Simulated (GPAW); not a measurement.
Worked example: self-consistent single point of Sr₃Cr (Pm-3m, 4 atoms in the cell) in GPAW.

Computed with PBEsol, GPAW PAW datasets PBEsol (made by gpaw-setup) (plane waves; GPAW).

```
Sr3Cr
1.0
    5.54514     0.00000     0.00000
    0.00000     5.54514     0.00000
    0.00000     0.00000     5.54514
Sr Cr
3 1
Direct
  0.00000   0.50000   0.50000
  0.50000   0.00000   0.50000
  0.50000   0.50000   0.00000
  0.00000   0.00000   0.00000
```
Moments meant for the start (each program seeds them in its own way; μB, in the order of the atoms Sr Sr Sr Cr): 0.0 0.0 0.0 3.0.

Reference input (self-consistent single point, DFT PBEsol, plane waves, GPAW PAW datasets PBEsol (made by gpaw-setup)): spinpol = true; mode = pw; ecut = 800 eV; xc = PBEsol; kpts = 5 5 5; mesh shift (steps) = 0 0 0; occupations.name = methfessel-paxton; occupations.width = 0.272 eV; occupations.order = 0; nbands = -12; convergence.density = 1e-05 e/electron; symmetry.symmorphic = false. This run's input differs from it in these lines:

```diff
@@ -19,3 +19,3 @@
             xc='PBEsol',
-            kpts=(5, 5, 5),
+            kpts={'size': (4, 4, 4), 'gamma': True},
             occupations={'name': 'methfessel-paxton', 'width': 0.272, 'order': 0},
```

Log, with long lists cut:

```
     iter     time        total  log10-change:  magmom
                         energy   eigst   dens
iter:   1 --:--:--   -17.919515                   +3.0115
iter:   2 --:--:--   -12.246187   -0.73  -0.89    +1.8854
iter:   3 --:--:--   -12.773510   -1.54  -1.55    +2.5282
iter:   4 --:--:--   -13.398701   -1.84  -1.57    +6.0026
iter:   5 --:--:--   -13.544369   -1.87  -1.81    +4.9741
iter:   6 --:--:--   -13.545468   -2.53  -1.98    +4.9290
iter:   7 --:--:--   -13.536576c  -2.62  -2.16    +4.9727
iter:   8 --:--:--   -13.527347   -3.73  -2.30    +4.9816
iter:   9 --:--:--   -13.527514c  -3.81  -2.57    +5.0342
   [... lines left out ...]
   [... 8 lines left out ...]
iter:  22 --:--:--   -13.529056c  -7.16  -4.06    +5.0868
iter:  23 --:--:--   -13.529075c  -7.14  -4.12    +5.0870
iter:  24 --:--:--   -13.529108c  -6.65  -4.31    +5.0871
iter:  25 --:--:--   -13.529083c  -7.13  -4.40    +5.0871
iter:  26 --:--:--   -13.529084c  -8.32c -4.78    +5.0874
iter:  27 --:--:--   -13.529088c  -9.00c -4.82    +5.0878
iter:  28 --:--:--   -13.529083c  -8.11c -4.84    +5.0880
iter:  29 --:--:--   -13.529077c  -7.96c -4.83    +5.0878
iter:  30 --:--:--   -13.529084c  -8.06c -4.80    +5.0878
iter:  31 --:--:--   -13.529086c  -8.79c -5.20c   +5.0878
Converged after 31 iterations.

Dipole moment: (0.000008, 0.000008, 0.000008) |e|*Ang

Total magnetic moment: (0.000000, 0.000000, 5.087783)
Local magnetic moments:
   0 Sr ( 0.000000,  0.000000,  0.008790)
   1 Sr ( 0.000000,  0.000000,  0.008790)
   2 Sr ( 0.000000,  0.000000,  0.008790)
   3 Cr ( 0.000000,  0.000000,  3.799473)

Energy contributions relative to reference atoms: (reference = -287886.881046)

Kinetic:         -2.726608
Potential:       +6.750984
External:        +0.000000
XC:             -16.962254
Entropy (-ST):   -0.160610
Local:           -0.510902
SIC:             +0.000000
--------------------------
Free energy:    -13.609391
Extrapolated:   -13.529086

Spin contamination: 0.017019 electrons
Showing only first 2 kpts
                      Up                     Down
   [... lines left out ...]
Fermi level: 3.98237
No gap
   [... lines left out ...]
Energy (eV): -13.529086

Forces in eV/Ang:
  0 Sr   -0.00000    0.00000    0.00000
  1 Sr    0.00000   -0.00000    0.00000
  2 Sr    0.00000    0.00000    0.00000
  3 Cr   -0.00000   -0.00000   -0.00000

Stress tensor:
     0.005195     0.000000     0.000000
     0.000000     0.005195     0.000000
     0.000000     0.000000     0.005195
Stress (GPa, Voigt): [0.8324 0.8324 0.8324 0.     0.     0.    ]
```

The run converged in 31 iterations. GPAW prints stress with tension positive. Against the reference run the free energy falls by 3.3 meV/atom, the pressure hardly changes (-0.89 to -0.83 GPa) and the size of the net moment moves little (1.25 to 1.27 μB/atom).

The starting cell comes from a database of computed structures (which also holds hypothetical and non-ambient phases and stackings), without a prior relaxation at this level. Its lattice was rescaled by a random factor within 2.5 % of one. With one magnetic atom in the cell only a parallel order is possible.

Cost on one core of a shared machine: roughly 4 min.
